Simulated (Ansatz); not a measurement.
An Ansatz (a program for electronic structure) input for (Zr,Si)O2 alloy cell Zr15O32Si (tetragonal zirconia type start):

Ansatz 0.2 input:
```yaml
crystal:
  lattice:
    - [7.260589226, -0.000200066, -0.000560017]
    - [-0.000200408, 7.255597247, -0.00000869]
    - [-0.000811527, -0.000008899, 10.517312852]
  atoms:
    - { symbol: Zr, position: [0.249989064, 0.24953368, 0.248860052] }
    - { symbol: Zr, position: [0.24942005, 0.251157122, 0.748815694] }
    - { symbol: Zr, position: [0.249054852, 0.749965754, 0.2390877] }
    - { symbol: Zr, position: [0.247284757, 0.750729961, 0.746161468] }
    - { symbol: Zr, position: [0.749410175, 0.249010525, 0.25855818] }
    - { symbol: Zr, position: [0.749252875, 0.251445119, 0.751580016] }
    - { symbol: Si, position: [0.749708378, 0.74886681, 0.248898673] }
    - { symbol: Zr, position: [0.747109572, 0.751213869, 0.748859733] }
    - { symbol: Zr, position: [0.000782473, 0.000534324, -0.000435457] }
    - { symbol: Zr, position: [0.000738386, 0.003623584, 0.497529002] }
    - { symbol: Zr, position: [0.001328928, 0.499561984, -0.000925411] }
    - { symbol: Zr, position: [-0.000461586, 0.498072598, 0.499041304] }
    - { symbol: Zr, position: [0.495470685, -0.000688347, -0.001209711] }
    - { symbol: Zr, position: [0.499885892, 0.004418836, 0.499539833] }
    - { symbol: Zr, position: [0.496361861, 0.498734663, -0.000017386] }
    - { symbol: Zr, position: [0.498763608, 0.499874522, 0.49675302] }
    - { symbol: O, position: [0.249348917, 0.021895684, 0.140423724] }
    - { symbol: O, position: [0.253872068, 0.003457647, 0.643529656] }
    - { symbol: O, position: [0.248664055, 0.477261509, 0.140530449] }
    - { symbol: O, position: [0.250995558, 0.498872926, 0.642871613] }
    - { symbol: O, position: [0.749267342, -0.054904406, 0.162036668] }
    - { symbol: O, position: [0.751474668, 0.000122443, 0.651728509] }
    - { symbol: O, position: [0.750027148, 0.552970163, 0.161604296] }
    - { symbol: O, position: [0.756228987, 0.50265216, 0.65194719] }
    - { symbol: O, position: [0.250864015, -0.043550274, 0.392595606] }
    - { symbol: O, position: [0.247755807, -0.000594247, 0.893044548] }
    - { symbol: O, position: [0.249409005, 0.54318496, 0.392235823] }
    - { symbol: O, position: [0.249484003, 0.50328706, 0.892752906] }
    - { symbol: O, position: [0.749744499, 0.048992566, 0.4088862] }
    - { symbol: O, position: [0.748768287, 0.002105413, 0.904127466] }
    - { symbol: O, position: [0.750115535, 0.448309104, 0.409502004] }
    - { symbol: O, position: [0.748245028, 0.50048487, 0.904021595] }
    - { symbol: O, position: [-0.044579986, 0.249952527, 0.104659584] }
    - { symbol: O, position: [0.000915298, 0.249474973, 0.604609072] }
    - { symbol: O, position: [0.049781386, 0.749999363, 0.08829169] }
    - { symbol: O, position: [0.004662943, 0.752225268, 0.592923409] }
    - { symbol: O, position: [0.542267906, 0.249203824, 0.105484942] }
    - { symbol: O, position: [0.504337616, 0.252883387, 0.604929082] }
    - { symbol: O, position: [0.449320945, 0.749253637, 0.089042757] }
    - { symbol: O, position: [0.503273367, 0.750278161, 0.593996226] }
    - { symbol: O, position: [0.021958827, 0.249766836, 0.356645994] }
    - { symbol: O, position: [0.001948841, 0.251690492, 0.854293716] }
    - { symbol: O, position: [-0.054050618, 0.74885088, 0.335897398] }
    - { symbol: O, position: [-0.002972073, 0.75100993, 0.845560743] }
    - { symbol: O, position: [0.477577428, 0.249916572, 0.357467123] }
    - { symbol: O, position: [0.496712673, 0.250586187, 0.854471713] }
    - { symbol: O, position: [0.553946129, 0.747281164, 0.336223248] }
    - { symbol: O, position: [0.499590029, 0.752784013, 0.846315466] }
basis:
  ecutwfc: 420
  ecutrho_ratio: 4
  xc_grid: 2
kpoints:
  mp_grid: { grid: [3, 3, 2] }
hamiltonian:
  xc: pbe
  dispersion: none
  pseudopotentials: { kind: paw }
scf:
  n_extra_bands: 25
  occupations: { method: fermi_dirac, width: 0.01 }
output:
  forces: true
  stress: true
  eigenstates:
    kpoints:
      - [0.0, 0.0, 0.0]
    e_range: [-4.0, 6.0]
    localisation: true
relax:
  f_tol: 0.03
  max_steps: 90
  cell: { stress_tol: 0.15 }
```

Calculation: PBE (plane waves to 420 eV, PAW; Ansatz). Spin–orbit coupling is left out. Its k-point mesh 3×3×2, Fermi–Dirac width 0.01 eV.

### Question
Write the closing report of this run, without the band table and long remarks, to eight decimals at most.

### Answer
```
SCF converged after 6 iterations
Free energy (F): -81632.055861 eV
Harris-Foulkes:  -81632.055861 eV  (|F-HF|=5.38e-10)
Internal energy: -81632.055861 eV  (E = F + TS)
E sigma→0 (E₀):  -81632.055861 eV
Fermi energy:    12.745713 eV
--- Per-component energies (eV) ---
  E_band       = -1229.494985
  E_kinetic    = 10693.107435
  E_local      = -18871.165563  (includes V_loc(G=0)·N_el)
  E_nonlocal   = 2691.364644
  E_hartree    = 6275.737724
  E_xc         = -4876.512053
  E_vxc        = -5969.794092  (∫ρ·V_xc dr)
  E_paw        = -49862.565061  (= ΣΔE_a)
  E_vpaw       = -2324.564450  (= ΣTr[D̂ρ^β])
  E_aug_tail   = 0.079865  (compensation charges beyond the density's cutoff)
  E_ewald      = -27682.102852
  E_smearing   = 0.000000  (= −TS)
  E_closure    = 0.000000  (closes the sum)
  Σ components = -81632.055861   (vs F -81632.055861, Δ=0.00e0)
--- Forces (eV/Å), atoms counted from 1 ---
  atom   1  Zr     0.00167997    -0.00022335     0.00024448
  atom   2  Zr     0.00138927    -0.00039022    -0.00076719
  atom   3  Zr     0.00085348     0.00084324    -0.00141603
  atom   4  Zr     0.00218724     0.00054147    -0.00139934
  atom   5  Zr    -0.00038509     0.00016631     0.00192659
  atom   6  Zr     0.00090310    -0.00029189     0.00095509
  atom   7  Si     0.00176895    -0.00137179    -0.00000506
  atom   8  Zr     0.00315603    -0.00038534     0.00062222
  atom   9  Zr     0.00402848    -0.00105956     0.00375257
  atom  10  Zr    -0.00028587     0.00055096    -0.00379751
  atom  11  Zr     0.00242839     0.00159639     0.00437475
  atom  12  Zr    -0.00076361    -0.00236289    -0.00315362
  atom  13  Zr    -0.00156245    -0.00058900     0.00414479
  atom  14  Zr    -0.00034402     0.00207146    -0.00562462
  atom  15  Zr    -0.00240664     0.00137977     0.00378048
  atom  16  Zr     0.00140915    -0.00425747    -0.00252434
  atom  17  O     -0.00056833    -0.00378360     0.00602379
  atom  18  O     -0.00240977    -0.00097721     0.00367229
  atom  19  O      0.00034325     0.00598081     0.00717583
  atom  20  O     -0.00051657     0.00055639     0.00360827
  atom  21  O      0.00070003    -0.01117024     0.01056669
  atom  22  O     -0.00072893    -0.00387193    -0.00284541
  atom  23  O      0.00075722     0.01386071     0.01262483
  atom  24  O     -0.00320226     0.00341292    -0.00287381
  atom  25  O     -0.00055542    -0.00236178    -0.00206964
  atom  26  O      0.00004968    -0.00274902     0.00706003
  atom  27  O     -0.00065876     0.00333852    -0.00144715
  atom  28  O      0.00055374     0.00112641     0.00717631
  atom  29  O      0.00009665    -0.00446405    -0.00032156
  atom  30  O     -0.00025207    -0.00705069     0.00099667
  atom  31  O      0.00037533     0.00329425    -0.00069757
  atom  32  O      0.00096966     0.00672743     0.00181969
  atom  33  O     -0.00254044     0.00030754     0.00119337
  atom  34  O     -0.00326942     0.00066523    -0.00609339
  atom  35  O     -0.00345466     0.00068791     0.00043451
  atom  36  O     -0.00951756    -0.00008799    -0.00223846
  atom  37  O      0.00212905     0.00033539     0.00166935
  atom  38  O     -0.00005071    -0.00153662    -0.00664445
  atom  39  O      0.00558338     0.00067854    -0.00006034
  atom  40  O      0.00472298     0.00049259    -0.00110555
  atom  41  O     -0.00499615     0.00094833    -0.00685384
  atom  42  O     -0.00055941    -0.00052570    -0.00358584
  atom  43  O     -0.01434751    -0.00028431    -0.01288591
  atom  44  O     -0.00457206     0.00010553     0.00200572
  atom  45  O      0.00483303     0.00090549    -0.00566635
  atom  46  O      0.00151673    -0.00040065    -0.00356550
  atom  47  O      0.01097540     0.00020051    -0.01041224
  atom  48  O      0.00453201    -0.00057858     0.00222915
  max |Σ_I F_I| component: 5.54e-6 eV/Å
--- Stress (GPa, compression-positive) ---
       -0.137242      -0.003655      -0.001464
       -0.003655      -0.127785      -0.001091
       -0.001464      -0.001091      -0.063035
  P = ⅓ Tr σ = -0.1094 GPa (-1.094 kbar)
--- Relaxed structure (6 steps of the walk, 6 accepted, 1 SCFs on fresh bases) ---
  F+E_penalty+E_count = -81632.05586075 eV   max|allowed force component| = 1.435e-2 eV/Å   (the final SCF, on the basis selected at the relaxed cell)
  cell:  # Å, volume = 546.5556 Å³
    - [7.22208346, 5.48856857e-5, -0.00098580]
    - [5.45818439e-5, 7.22137427, 0.00119852]
    - [-0.00142683, 0.00174095, 10.47977649]
  atoms:
    - { symbol: Zr, position: [0.24992204, 0.25001470, 0.24883994] }
    - { symbol: Zr, position: [0.24954078, 0.25058160, 0.74882940] }
    - { symbol: Zr, position: [0.24981977, 0.75009438, 0.23936302] }
    - { symbol: Zr, position: [0.24936506, 0.75047252, 0.74578882] }
    - { symbol: Zr, position: [0.74988633, 0.25014780, 0.25827717] }
    - { symbol: Zr, position: [0.74949790, 0.25060319, 0.75187600] }
    - { symbol: Si, position: [0.74987755, 0.74999236, 0.24884136] }
    - { symbol: Zr, position: [0.74940466, 0.75055150, 0.74884001] }
    - { symbol: Zr, position: [0.00146396, -0.00017834, -5.50790729e-5] }
    - { symbol: Zr, position: [-0.00021023, 0.00254772, 0.49772766] }
    - { symbol: Zr, position: [0.00147798, 0.50047822, -5.89219933e-5] }
    - { symbol: Zr, position: [-0.00038509, 0.49877908, 0.49768091] }
    - { symbol: Zr, position: [0.49767675, -0.00016943, -9.85186106e-5] }
    - { symbol: Zr, position: [0.50033714, 0.00262386, 0.49786328] }
    - { symbol: Zr, position: [0.49771550, 0.50044332, -5.21567046e-5] }
    - { symbol: Zr, position: [0.50036668, 0.49886587, 0.49756807] }
    - { symbol: O, position: [0.24974951, 0.01980906, 0.14445357] }
    - { symbol: O, position: [0.25043333, 0.00018111, 0.64664994] }
    - { symbol: O, position: [0.24971643, 0.48036244, 0.14444199] }
    - { symbol: O, position: [0.25014693, 0.50097360, 0.64661797] }
    - { symbol: O, position: [0.74982712, -0.05058031, 0.16345733] }
    - { symbol: O, position: [0.75014832, 0.00089585, 0.65398035] }
    - { symbol: O, position: [0.74984787, 0.55064771, 0.16339367] }
    - { symbol: O, position: [0.75055201, 0.50031165, 0.65392448] }
    - { symbol: O, position: [0.25003135, -0.03994040, 0.39506478] }
    - { symbol: O, position: [0.24954278, 0.00450479, 0.89696801] }
    - { symbol: O, position: [0.24997967, 0.54049118, 0.39503265] }
    - { symbol: O, position: [0.24959152, 0.49639188, 0.89693516] }
    - { symbol: O, position: [0.75000041, 0.04952823, 0.41044270] }
    - { symbol: O, position: [0.74957991, -0.00207711, 0.90631348] }
    - { symbol: O, position: [0.74998659, 0.45063840, 0.41049844] }
    - { symbol: O, position: [0.74954282, 0.50288050, 0.90627303] }
    - { symbol: O, position: [-0.04056434, 0.25011641, 0.10256702] }
    - { symbol: O, position: [0.00440510, 0.25047471, 0.60064059] }
    - { symbol: O, position: [0.04917031, 0.75013298, 0.08720665] }
    - { symbol: O, position: [-0.00197871, 0.75062527, 0.59139562] }
    - { symbol: O, position: [0.53993153, 0.25011568, 0.10261877] }
    - { symbol: O, position: [0.49631859, 0.25071809, 0.60074338] }
    - { symbol: O, position: [0.45026255, 0.75012305, 0.08719815] }
    - { symbol: O, position: [0.50296031, 0.75049241, 0.59135923] }
    - { symbol: O, position: [0.01963169, 0.25021104, 0.35314871] }
    - { symbol: O, position: [-0.00076220, 0.25052489, 0.85098583] }
    - { symbol: O, position: [-0.05069787, 0.74986968, 0.33427995] }
    - { symbol: O, position: [-0.00012523, 0.75049516, 0.84373797] }
    - { symbol: O, position: [0.48023490, 0.25017538, 0.35321984] }
    - { symbol: O, position: [0.50002882, 0.25047276, 0.85104105] }
    - { symbol: O, position: [0.55053729, 0.74979509, 0.33422093] }
    - { symbol: O, position: [0.49926954, 0.75055025, 0.84370491] }
```

Cost: roughly 16 core-minutes.
